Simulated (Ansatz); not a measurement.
Structures of equal composition on the (0001) surface of 4H silicon carbide (Si plane on top): 2x2 Si adatom at H3; 2x2 Si adatom at T1; 2x2 Si adatom at T4. The slabs share one bottom face, and each structure is named by its start. These are constructed structures in small cells; real faces may alloy, dewet or reconstruct in larger ones, and not all known structures of the face are among them. Slabs of about 10 Å, Fermi-Dirac smearing of 0.025 eV. Bottom of the slabs: H caps. Relaxed from the named starts with such symmetry as they have, on meshes of like density; energies extrapolated to zero smearing; spin only where a row says so; no spin-orbit coupling, no U. Brackets mark spin-polarised runs, whose order is one that fits the cell. Where a second, spin-polarised start was run, the lower counts.

Method: PBE (plane waves to 420 eV, PAW; Ansatz, an electronic-structure program).

Problem. Put the candidates in order of energy per 1x1 cell, lowest first, for PBE.

Solution. 2x2 Si adatom at H3 (0.000 eV), 2x2 Si adatom at T4 (0.028 eV), 2x2 Si adatom at T1 (0.615 eV [spin start, no net moment])
